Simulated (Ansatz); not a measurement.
The starting structures come from a database of crystals and need not be the phases stable at ambient conditions.

 Where the default PAW files enter, the runs use the earlier of Ansatz's two default sets.

By PBEsol, the system below comes out a metal.

Input:

```
CELL_PARAMETERS angstrom
      3.86965     0.00000     0.00000
      0.00000     5.35039     0.00000
      0.00000     0.00000    10.23432
ATOMIC_POSITIONS crystal
  Si 0.50000 0.90617 0.65562
  Si 0.50000 0.09383 0.34438
  Si 0.50000 0.40617 0.84438
  Si 0.50000 0.59383 0.15562
  Si 0.00000 0.50000 0.50000
  Si 0.00000 0.00000 0.00000
  Rh 0.50000 0.66652 0.39259
  Rh 0.50000 0.33348 0.60741
  Rh 0.50000 0.16652 0.10741
  Rh 0.50000 0.83348 0.89259
  Rh 0.00000 0.66034 0.71238
  Rh 0.00000 0.33966 0.28762
  Rh 0.00000 0.16034 0.78762
  Rh 0.00000 0.83966 0.21238
  Rh 0.00000 0.50000 0.00000
  Rh 0.00000 0.00000 0.50000
```

Space group of this cell: Pbam. The cell is taken as given; by PBEsol its mean pressure is -3.0 GPa.

The current flows along the normal of the first two printed cell vectors. No spin-orbit coupling; the value is a mean over 0.1 eV about the Fermi level.

### Question
Give the ballistic conductance per area that PBEsol (Ansatz, an electronic-structure program) yields.

### Answer
0.32 × 10¹⁵ S/m² for both spins.
